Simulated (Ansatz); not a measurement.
# What x(Si) = 0.5, 12 atoms, Pmn2_1 does to SnO2

The parent structure is SnO₂ in the rutile structure (space group P4_2/mnm, No. 136; a = 4.760 Å, c = 3.201 Å).

The other end (x = 1) is SiO₂ in the rutile structure (space group P4_2/mnm, No. 136): 7.79 Å³/atom, gap 6.51 eV.

Perturbation: Si replaces 50.0 % of the Sn, ordered in a cell of 12 atoms (starting symmetry Pmn2_1) and fully relaxed.

Level of theory: DFT with r2SCAN, PAW potentials and a 500 eV plane-wave cutoff in Ansatz (a first-principles code), without spin-orbit coupling. k-mesh 11×4×8 (Γ-centred); smearing 0.05 eV (Fermi–Dirac), for the changed cell.

- Volume per atom: 9.86 Å³ (base 12.09 Å³)
- Density: 5.92 g/cm³ (base 6.90 g/cm³)
- Band gap: 2.88 eV (base 1.77 eV)
- Gap character (in this cell's own zone, which can be folded): direct at Γ (base direct at Γ)
- Valence-band top at Γ (three highest levels, from the VBM): 0.00, -0.82, -0.90 eV (base 0.00, -0.77, -0.77 eV)
- Mixing energy: +152 meV/atom
- Bowing parameter b of this ordering, from Eg = [1−x] Eg[0] + x Eg[1] − b x [1−x]: 5.0 eV

Final structure:

```yaml
crystal:
  lattice:
    - [2.95237, 0.00000, 0.00000]
    - [0.00000, 9.06413, 0.00000]
    - [0.00000, 0.00000, 4.42071]
  atoms:
    - { symbol: Si, position: [0.50000, 0.10875, 0.49973] }
    - { symbol: Sn, position: [0.50000, 0.64355, 0.50485] }
    - { symbol: Sn, position: [0.00000, 0.35645, 0.00485] }
    - { symbol: Si, position: [0.00000, 0.89125, 0.99973] }
    - { symbol: O, position: [0.50000, 0.25097, 0.22801] }
    - { symbol: O, position: [0.50000, 0.80456, 0.17386] }
    - { symbol: O, position: [0.00000, 0.19544, 0.67386] }
    - { symbol: O, position: [0.00000, 0.74903, 0.72801] }
    - { symbol: O, position: [0.00000, 0.53587, 0.29577] }
    - { symbol: O, position: [0.00000, 0.02121, 0.29779] }
    - { symbol: O, position: [0.50000, 0.46413, 0.79577] }
    - { symbol: O, position: [0.50000, 0.97879, 0.79779] }
```

Cost of the whole job for the changed cell (relaxation, final SCF and bands): very roughly 16 core-minutes.

These are small ordered cells, not random alloys; other orderings at the same x differ. Whether these cells are dynamically stable was not tested. Labels are those of the standard path for the cell's own space group.
